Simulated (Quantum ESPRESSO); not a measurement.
**Quick settings and what they miss: Cd (P6_3/mmc, 4 atoms in the cell)**

Self-consistent single point.

```
CELL_PARAMETERS angstrom
      3.10481     0.00000     0.00000
     -1.55240     2.68884     0.00000
      0.00000     0.00000     9.98974
ATOMIC_POSITIONS crystal
  Cd 0.00000 0.00000 0.00000
  Cd 0.00000 0.00000 0.50000
  Cd 0.33333 0.66667 0.25000
  Cd 0.66667 0.33333 0.75000
```

Method: PBE, GBRV 1.5 ultrasoft (PBE) pseudopotentials (plane waves; Quantum ESPRESSO).

Base settings: ecutwfc = 40 Ry; ecutrho = 200 Ry; occupations = smearing; smearing = mp; degauss = 0.0073499 Ry; potentials = {Cd: cd_pbe_v1.uspp.F.UPF}; K_POINTS = automatic 12 12 4 0 0 0; conv_thr = 1e-10 Ry; mixing_beta = 0.4.

Tight run (finer mesh or higher cutoff; not a proven limit): ecutwfc: 40 Ry → 56 Ry; ecutrho: 200 Ry → 280 Ry; conv_thr: 1e-10 Ry → 7.3e-11 Ry; K_POINTS: automatic 12 12 4 0 0 0 → automatic 17 17 6 0 0 0. It gave Fermi level (on the code's own zero) 12.36 eV; pressure 3.23 GPa.

Quick runs, as changes from the base:
- A: the base itself
- B: ecutwfc: 40 Ry → 28 Ry; ecutrho: 200 Ry → 140 Ry; smearing: mp → gauss; degauss: 0.0073499 Ry → 0.036749 Ry; K_POINTS: automatic 12 12 4 0 0 0 → automatic 8 8 8 0 0 0
- C: ecutwfc: 40 Ry → 24 Ry; ecutrho: 200 Ry → 120 Ry; K_POINTS: automatic 12 12 4 0 0 0 → automatic 6 6 6 0 0 0
- D: ecutwfc: 40 Ry → 20 Ry; ecutrho: 200 Ry → 100 Ry; degauss: 0.0073499 Ry → 0.0099958 Ry; K_POINTS: automatic 12 12 4 0 0 0 → automatic 2 2 2 1 1 1
- E: ecutwfc: 40 Ry → 32 Ry; ecutrho: 200 Ry → 160 Ry; K_POINTS: automatic 12 12 4 0 0 0 → automatic 6 6 6 0 0 0
- F: conv_thr: 1e-10 Ry → 7.3e-06 Ry; pseudopotentials: {Cd: cd_pbe_v1.uspp.F.UPF} → {Cd: cd_lda_v1.uspp.F.UPF}; K_POINTS: automatic 12 12 4 0 0 0 → automatic 4 4 4 0 0 0 [LDA (PZ)]

Energies are extrapolated to zero smearing width, which holds to low order in the width alone (under cold and Methfessel-Paxton smearing the free energy itself is taken).

Dashes: time of C, D, F, under 30 s; energy of F, another energy zero; pressure of F, not trusted under this conv_thr with d or f elements.

† marks runs with another functional, U, potentials or spin treatment: their distance from the tight run is not a convergence error alone.

The count of work is k-points × plane waves × bands × iterations; it is no time. Core times come from one kind of shared machine and are given to one figure; runs under 30 s give none.

The starting cell was generated: these elements placed on a structure prototype, without a prior relaxation; it need not be a known phase or ordering of this composition. Its lattice was rescaled by a random factor within 2.5 % of one. In the base run, with a pressure of about 4 GPa the cell is away from its equilibrium volume at this level.

```tsv
run	energy less tight (meV/atom)	pressure less tight (GPa)	count of work / tight	core time / tight (rough)
A	44.4	1.02	0.29	0.2
B	85.4	1.42	0.14	0.09
C	305.4	-14.23	0.066	–
D	2089.6	-106.99	0.0032	–
E	136.1	1.06	0.10	0.09
F†	–	–	0.038	–
```

Among the runs at the tight run's level, the energy misses run from 44.4 to 2089.6 meV/atom.
